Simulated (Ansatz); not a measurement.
# SiO2: response to strain

Take SiO$_{2}$ in the rutile structure (space group P4_2/mnm, No. 136; a = 4.155 Å, c = 2.661 Å) as the base.

Strains are applied to the cell and any free atomic positions relax.

Calculations: LDA, PAW, 420 eV (Ansatz, a program for electronic structure; no SOC).

| isotropic strain (%) | band gap (eV) |
|---|---|
| 0 | 5.81 |
| 0.6 | 5.51 |
| 1.2 | ? |
| 1.8 | 4.93 |
| 2.4 | 4.66 |
| 3 | 4.39 |

Problem. Fit E_g = E₀ + Dε (ε in %) to the rows shown and predict the withheld row.

Solution. Least squares on the printed values gives E₀ = 5.80 eV, D = -474 meV per % of strain (largest residual 0.02 eV); this predicts 5.23 eV, and the run gives 5.22 eV, in agreement.

Whether these cells are dynamically stable was not tested.
